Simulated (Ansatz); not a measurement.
Base system: WSe$_{2}$ in the 2H-MoS2 type structure (space group P6_3/mmc, No. 194; a = 3.279 Å, c = 12.786 Å; layered, stacked along the Cartesian z axis).

Method: PBE-D3(BJ) (Ansatz, an electronic-structure program; PAW; 420 eV plane waves; no spin-orbit coupling), earlier PAW set.

For the base:

The band gap is 0.87 eV. The smallest direct gap is 1.57 eV, the valence-band top at Γ is 0.00, -0.96, -1.20 eV and the gap character is indirect, Γ → K–Γ (47 % along).

Perturbation: every lattice vector is stretched by 2.61 %; the atoms relax in the strained cell.

Task: How does this affect the energy relative to the base, band gap, smallest direct gap, valence-band top at Γ and gap character?

Result: The energy grows by 23 meV/atom; the band gap rises by 0.13 eV to 1.00 eV; the smallest direct gap shrinks by 0.262 eV, from 1.57 eV to 1.30 eV; the valence-band top at Γ (three highest levels, from the VBM) changes from 0.00, -0.96, -1.20 eV to 0.00, -0.90, -1.07 eV; the gap character changes from indirect, Γ → K–Γ (47 % along) to indirect, Γ → K.

Spin-orbit coupling, missing from the scalar runs, can matter with W. Whether these cells are dynamically stable was not tested.
